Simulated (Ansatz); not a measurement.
Band structure of YbSi (Cmcm, 4 atoms in the cell).

```
YbSi
1.0
    2.27035    -5.30912     0.00000
    2.27035     5.30912     0.00000
    0.00000     0.00000     3.88198
Yb Si
2 2
Direct
  0.13826   0.86174   0.75000
  0.86174   0.13826   0.25000
  0.43065   0.56935   0.75000
  0.56935   0.43065   0.25000
```

Method: PBEsol, PAW files made with PBE (plane waves; Ansatz, a quantum-chemistry and plane-wave program).

Settings: kpoints.mp_grid.grid = 6 6 7; hamiltonian.xc = pbesol; hamiltonian.pseudopotentials = {kind: paw} (the program's default PAW files); scf.occupations.method = gaussian; scf.occupations.width = 0.1 eV; kpoints.band_path.npoints = 8.

The starting cell comes from a database of computed structures (which also holds hypothetical and non-ambient phases and stackings), without a prior relaxation at this level. Spin-orbit coupling is off. Spin polarisation is off.

Levels in eV from the Fermi level, bands 25 to 32:
```json
[
 {"point": "Γ", "25": "-0.26", "26": "-0.25", "27": "-0.23", "28": "-0.17", "29": "0.74", "30": "1.12", "31": "2.89", "32": "2.94"},
 {"point": "X", "25": "-0.27", "26": "-0.25", "27": "-0.22", "28": "-0.18", "29": "1.22", "30": "1.52", "31": "1.80", "32": "2.39"},
 {"point": "S", "25": "-0.27", "26": "-0.25", "27": "-0.21", "28": "-0.14", "29": "1.36", "30": "1.57", "31": "1.62", "32": "3.29"},
 {"point": "R", "25": "-0.27", "26": "-0.27", "27": "-0.25", "28": "-0.25", "29": "0.22", "30": "0.22", "31": "3.30", "32": "3.30"},
 {"point": "A", "25": "-0.27", "26": "-0.27", "27": "-0.25", "28": "-0.25", "29": "0.55", "30": "0.55", "31": "3.13", "32": "3.13"},
 {"point": "Z", "25": "-0.25", "26": "-0.25", "27": "-0.24", "28": "-0.24", "29": "-0.16", "30": "-0.16", "31": "2.75", "32": "2.75"},
 {"point": "Y", "25": "-0.25", "26": "-0.25", "27": "-0.16", "28": "-0.10", "29": "0.18", "30": "1.96", "31": "2.48", "32": "2.49"},
 {"point": "X1", "25": "-0.27", "26": "-0.25", "27": "-0.22", "28": "-0.18", "29": "1.22", "30": "1.52", "31": "1.80", "32": "2.39"},
 {"point": "A1", "25": "-0.27", "26": "-0.27", "27": "-0.25", "28": "-0.25", "29": "0.55", "30": "0.55", "31": "3.13", "32": "3.13"},
 {"point": "T", "25": "-0.25", "26": "-0.25", "27": "-0.15", "28": "-0.15", "29": "0.95", "30": "0.95", "31": "2.51", "32": "2.51"}
]
```

Bands cross the Fermi level along this path, so the cell is metallic at this level.

Keys are those of Ansatz 0.2.
